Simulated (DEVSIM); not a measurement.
Device: CdS/CdTe n-p heterojunction, at 300 K.

Layer 1 from the left is CdS, thickness (μm) 0.170, Nd (cm⁻³) 3.5e17, τn (s) 5.3e-10, τp (s) 5.3e-10. Layer 2 from the left is CdTe, thickness (μm) 4.50, Na (cm⁻³) 3.3e16, τn (s) 5.3e-10, τp (s) 5.3e-10.

Left contact: ohmic. Right contact: ohmic. Voltage is applied to the left contact. Recombination: SRH at mid-gap, radiative, Auger. Mobility is μmin + (μ − μmin)/(1 + (N/Nref)^α).

This is a model device: material constants are rounded textbook-type values typed into the input, and sizes, dopings and lifetimes were drawn at random. Values at 300 K.

CdS: gap (eV) 2.4, affinity (eV) 4.3, permittivity 9, Nc (cm⁻³) 2.2e18, Nv (cm⁻³) 1.8e19, μn (cm²/Vs) 300, μp (cm²/Vs) 25, μn,min 30, μp,min 3, Nref,n 1e17, Nref,p 1e17, αn 0.6, αp 0.6, B (cm³/s) 1e-10, Cn (cm⁶/s) 1e-30, Cp (cm⁶/s) 1e-30. CdTe: gap (eV) 1.5, affinity (eV) 4.28, permittivity 10.2, Nc (cm⁻³) 8e17, Nv (cm⁻³) 1.8e19, μn (cm²/Vs) 1000, μp (cm²/Vs) 80, μn,min 100, μp,min 10, Nref,n 1e17, Nref,p 1e17, αn 0.6, αp 0.6, B (cm³/s) 1e-10, Cn (cm⁶/s) 1e-30, Cp (cm⁶/s) 1e-30.

Model (solved in DEVSIM): 1D drift-diffusion, Boltzmann statistics, complete ionisation; no tunnelling, impact ionisation, image-force lowering or self-heating. Band offsets follow the typed affinities; no thermionic-emission limit at abrupt steps, no polarisation charge.

Task: What does the simulation give for the dark forward voltage at 100 A/cm², the dark forward voltage at 1 A/cm²?

Result: dark forward voltage at 100 A/cm² 1.297 V; dark forward voltage at 1 A/cm² 1.066 V.
